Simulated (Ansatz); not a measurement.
The starting structures come from a database of crystals and need not be the phases stable at ambient conditions.

 Where the default PAW files enter, the runs use the earlier of Ansatz's two default sets.

Evanescent states of Ba2LaTaO6 (R-3, not sure to be the ambient phase, 10 atoms a cell, 16.6 Å³ an atom, -4 GPa at this level) along the normal of (001)

All values below come from r2SCAN (plane waves, PAW; Ansatz, an electronic-structure program).

The gap is the functional's own. No spin-orbit coupling. Mid-gap values are interpolated on the energy grid.

Energies count from the valence-band top; κ is the least over a 6×6 mesh across the current.

```csv
E (eV),κ (1/Å),where
0.10,0.219,off Γ
0.30,0.285,Γ
0.50,0.315,Γ
0.70,0.339,Γ
0.90,0.357,Γ
1.10,0.371,Γ
1.30,0.382,Γ
1.50,0.390,Γ
1.70,0.396,Γ
1.90,0.400,Γ
2.10,0.402,Γ
2.30,0.402,Γ
2.50,0.400,Γ
2.70,0.393,Γ
2.90,0.379,Γ
3.10,0.363,Γ
3.30,0.343,Γ
3.50,0.318,Γ
3.70,0.285,Γ
3.90,0.233,Γ
4.10,0.098,Γ
```

**Question.** How thick must the barrier be to attenuate the transmission by 10^8 when the electrodes' Fermi level lies at 4.10 eV, and what attenuation does that film give at 1.30 eV?

**Answer.** d = 8 ln 10 / (2 × 0.098) = 94.0 Å. At 1.30 eV it gives 8 × 0.382/0.098 = 31.2 decades.
